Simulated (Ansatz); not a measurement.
We consider rock-salt NaH, described by Hartree–Fock (plane waves, PAW; Ansatz, a first-principles code).

Numerical settings: plane-wave cutoff 460 eV, 10×10×10 k mesh, Fermi–Dirac smearing 0.01 eV, scalar-relativistic PAW data made under PBE.

A third-order Birch–Murnaghan fit to the energies gives V0 = 14.911 Å³/atom, B0 = 20.9 GPa, B′ = 3.7.

```json
[
 {"V (Å³/atom)": "13.823", "P (GPa)": "…"},
 {"V (Å³/atom)": "14.177", "P (GPa)": "1.169"},
 {"V (Å³/atom)": "14.550", "P (GPa)": "…"},
 {"V (Å³/atom)": "14.744", "P (GPa)": "0.250"},
 {"V (Å³/atom)": "14.924", "P (GPa)": "-0.009"},
 {"V (Å³/atom)": "15.297", "P (GPa)": "…"},
 {"V (Å³/atom)": "15.670", "P (GPa)": "…"}
]
```

### Question
Estimate the withheld pressures from this fit; the answers are the runs' own values.

### Answer

- 13.823, P (GPa): 1.835
- 14.550, P (GPa): 0.545
- 15.297, P (GPa): -0.502
- 15.670, P (GPa): -0.941

The formula P = (3/2) B0 (x^(7/3) − x^(5/3)) [1 + (3/4)(B′ − 4)(x^(2/3) − 1)] with x = V0/V meets the computed pressures within 0.02 GPa when these rounded values are put in.

Measured, for comparison: bulk modulus 19.4 ± 2 GPa (room temperature, no zero-point or thermal correction; as tabulated in High-pressure studies of NaH to 54 GPa); equilibrium volume per atom 14.46 Å³/atom (room temperature, no zero-point or thermal correction; as tabulated in Thermodynamic Modeling of Hydrogen Storage Capacity in Mg-Na Alloys). Computed (rounded) less measured: bulk modulus +8 % (against room or unstated temperature, where such soft solids are markedly softer), equilibrium volume per atom +3.1 %. A static lattice is as a rule a little smaller and stiffer than an uncorrected measurement, which narrows the difference in the bulk modulus and would widen misses of the other sign.
